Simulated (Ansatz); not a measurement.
Base system: TiO2 in the anatase structure (space group I4_1/amd, No. 141; a = 3.770 Å, c = 9.552 Å).

All numbers come from PBEsol (Ansatz, a program for electronic structure, PAW, no spin-orbit coupling).

Now apply this change: the cell is scaled by 1.0180 in all directions; the atoms relax in the strained cell.

### Question
Predict the new mean gap deformation potential ΔEg/Δln V.

### Answer
The mean gap deformation potential ΔEg/Δln V amounts to -0.8 eV.

### Question
How does this affect the energy relative to the base?

### Answer
The energy grows by 20 meV/atom.

Stability against distortions was not tested. The final runs are not spin-polarised.
